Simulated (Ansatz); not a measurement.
## Response to strain in PbSe

Start from PbSe in the rock salt structure (space group Fm-3m, No. 225; a = 6.2178 Å).

Strains are applied to the cell and any free atomic positions relax.

Level of theory: PBE (Ansatz, a program for electronic structure), spin-orbit coupling left out.

```
isotropic strain (%)  band gap (eV)
--------------------  -------------
-3                             0.13
-2.5                              ?
-1.5                           0.29
-1                             0.34
-0.5                           0.39
0                              0.43
1                              0.52
2                              0.59
2.5                            0.62
```

### Question
Fit E_g = E₀ + Dε (ε in %) to the rows shown and predict the withheld row.

### Answer
Least squares on the printed values gives E₀ = 0.42 eV, D = 88.4 meV per % of strain (largest residual 0.02 eV); this predicts 0.20 eV, and the run gives 0.18 eV, 0.02 lower.

Spin-orbit coupling, missing from the scalar runs, can matter with Pb. No phonon test of stability was made. The zero or small gap of PbSe under isotropic strain −3.00 %, PbSe under isotropic strain −2.50 % and PbSe under isotropic strain −1.50 % can change with the level of theory.
